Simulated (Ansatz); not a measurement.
Consider InP in the zinc blende structure (space group F-43m, No. 216; a = 5.878 Å).

Computed with PBEsol (Ansatz, a program for electronic structure), no SOC.

Before the change:

The electron mass comes out as 0.046 mₑ (at Γ) and the gap character comes out as direct at Γ.

The change: every lattice vector is shortened by 1.00 %, atoms relaxed at fixed cell.

Problem. What happens to the mean gap deformation potential ΔEg/Δln V, electron mass and gap character?

Solution. The mean gap deformation potential ΔEg/Δln V comes out as -5.4 eV; the electron mass goes from 0.046 mₑ (at Γ) to 0.057 mₑ (at Γ); the gap character remains direct at Γ.

The cells carry an imposed strain or load. Masses are band curvatures over ±0.01 Å⁻¹ around the edge. Stability against distortions was not tested.
